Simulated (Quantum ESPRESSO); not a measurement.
Quantum ESPRESSO run on Ir (Fm-3m, 1 atom in the cell): self-consistent single point.

Method: PBE, spin-orbit coupling, PseudoDojo fully relativistic norm-conserving (PBE) pseudopotentials (plane waves; Quantum ESPRESSO).

```
CELL_PARAMETERS angstrom
      0.00000     1.97051     1.97051
      1.97051     0.00000     1.97051
      1.97051     1.97051     0.00000
ATOMIC_POSITIONS crystal
  Ir 0.00000 0.00000 0.00000
```

Reference input (self-consistent single point, DFT, PBE, plane waves, SSSP 1.1.2 precision (PBE) pseudopotentials): ecutwfc = 50 Ry; ecutrho = 400 Ry; occupations = smearing; smearing = fd; degauss = 0.0036749 Ry; potentials = {Ir: Ir_pbe_v1.2.uspp.F.UPF}; K_POINTS = automatic 12 12 12 0 0 0; conv_thr = 1e-10 Ry; mixing_beta = 0.3. This run's input differs from it in these lines:

```diff
@@ -12,4 +12,3 @@
   ntyp = 1
-  ecutwfc = 50
-  ecutrho = 400
+  ecutwfc = 70
   occupations = 'smearing'
@@ -17,2 +16,4 @@
   degauss = 0.0036749
+  noncolin = .true.
+  lspinorb = .true.
 /
@@ -23,3 +24,3 @@
 ATOMIC_SPECIES
-Ir   192.2170  Ir_pbe_v1.2.uspp.F.UPF
+Ir   192.2170  Ir.upf
 ATOMIC_POSITIONS crystal
```

Output (repeated stretches shortened):

```
     Self-consistent Calculation

     iteration #  1     ecut=    70.00 Ry     beta= 0.30

     Threshold (ethr) on eigenvalues was too large:
     Diagonalizing with lowered threshold

     total energy              =    -230.71484799 Ry
     estimated scf accuracy    <       0.01668760 Ry

     iteration #  2     ecut=    70.00 Ry     beta= 0.30

     total energy              =    -230.71509134 Ry
     estimated scf accuracy    <       0.00309394 Ry

     iteration #  3     ecut=    70.00 Ry     beta= 0.30

     total energy              =    -230.71558657 Ry
     estimated scf accuracy    <       0.00030619 Ry

   [... 3 blocks of this kind left out ...]

     iteration #  7     ecut=    70.00 Ry     beta= 0.30

     total energy              =    -230.71560592 Ry
     estimated scf accuracy    <          8.0E-09 Ry

     iteration #  8     ecut=    70.00 Ry     beta= 0.30
     End of self-consistent calculation

     the Fermi energy is    23.6192 ev

!    total energy              =    -230.71560592 Ry
     estimated scf accuracy    <          7.6E-11 Ry
     smearing contrib. (-TS)   =      -0.00047903 Ry
     internal energy E=F+TS    =    -230.71512689 Ry

     convergence has been achieved in   8 iterations

     Forces acting on atoms (cartesian axes, Ry/au):

     atom    1 type  1   force =     0.00000000    0.00000000    0.00000000

     Total force =     0.000000     Total SCF correction =     0.000000

          total   stress  (Ry/bohr**3)                   (kbar)     P=     -159.10
  -0.00108153   0.00000000   0.00000000         -159.10        0.00        0.00
   0.00000000  -0.00108153   0.00000000            0.00     -159.10        0.00
   0.00000000   0.00000000  -0.00108153            0.00        0.00     -159.10

   JOB DONE.
```

The run converged in 8 iterations. Against the reference run the pressure goes from -17.03 to -15.91 GPa.

The starting cell comes from a database of computed structures (which also holds hypothetical and non-ambient phases and stackings), without a prior relaxation at this level. Its lattice was rescaled by a random factor within 2.5 % of one. With a pressure of about -16 GPa the cell is away from its equilibrium volume at this level.

Cost on one core of a shared machine: roughly 40 s.
